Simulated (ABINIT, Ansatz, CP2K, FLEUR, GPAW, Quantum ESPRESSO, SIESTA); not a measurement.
**SiO₂ (P4_2/mnm, 6 atoms in the cell) computed with different codes at matched settings**

Self-consistent single point.

```xyz
6
Lattice="4.1621 0.0000 0.0000 0.0000 4.1621 0.0000 0.0000 0.0000 2.6482" Properties=species:S:1:pos:R:3 pbc="T T T"
Si     2.0810     2.0810     1.3241
Si     0.0000     0.0000     0.0000
O      2.8850     2.8850     0.0000
O      1.2771     1.2771     0.0000
O      3.3581     0.8039     1.3241
O      0.8039     3.3581     1.3241
```

Shared settings, as Ansatz (an electronic-structure program) writes them: kpoints.mp_grid.grid = 4 4 6; scf.occupations.method = fixed. Potentials and cutoffs stand in the table.

```tsv
code	model	pressure (GPa)	largest force (eV/Å)	gap on the mesh (eV)	cutoff
CP2K	LDA (Pade form), GPW, DZVP-MOLOPT-SR-GTH basis, GTH-PADE potentials (GTH_POTENTIALS)	1.72	0.090	5.796	grid 450 Ry
Quantum ESPRESSO	LDA (PZ), PSlibrary PAW (LDA) pseudopotentials	2.35	0.265	5.894	55 Ry
GPAW	LDA (Perdew-Wang 92), GPAW PAW datasets LDA (gpaw-data 1.0.1)	–	0.343	5.946	900 eV
FLEUR	LDA (Perdew-Zunger), all-electron FLAPW (FLEUR), scalar-relativistic valence	–	0.146	5.925	Kmax 4.2 1/bohr
SIESTA	LDA PW92, numerical atomic orbitals DZP, PseudoDojo LDA standard norm-conserving potentials (rewritten from UPF to PSML)	3.81	0.258	5.896	grid 350 Ry
Ansatz	LDA (PW92), default PAW files made with PBE	0.12	0.223	5.911	default
ABINIT	LDA (PW92), PAW (JTH v2.0 LDA PAW)	-0.76	0.179	5.856	24 Ha
```

A dash marks a value that a program does not give, or that is left out as unsure.

Gaps are read on the mesh.

The spread over the programs that give each value: pressure within 4.57 GPa; largest force within 0.253 eV/Å; gap on the mesh within 0.150 eV.

CP2K and SIESTA use small atom-centred bases, whose incompleteness enters pressures, forces and empty levels differently from a plane-wave cutoff. FLEUR treats all electrons, but the usual bases taken here (sphere radii, linearisation, local orbitals, empty states) were not tested for convergence, so the values are no reference for the others. Ansatz's pressure is given at a fixed set of plane waves, as the other plane-wave codes print theirs; with its correction for the finite basis it is 1.57 GPa (the shift of 1.44 GPa shows how far the cutoff is from converged). The pressure of GPAW is left out: its cutoff lies under the one at which its stress was checked. The same LDA comes in different parametrisations, which differ slightly. In the pressure, CP2K (by 1.60), Quantum ESPRESSO (by 2.23) and SIESTA (by 3.69) lie more than 1 GPa from the median of the plane-wave programs. In the force vectors, CP2K (by 0.153), GPAW (by 0.099) and FLEUR (by 0.098) lie more than 0.08 eV/Å from the median of the plane-wave programs.

The starting cell comes from a database of computed structures (which also holds hypothetical and non-ambient phases and stackings), without a prior relaxation at this level. Its lattice was rescaled by a random factor within 2.5 % of one.

Keys are those of Ansatz 0.2.
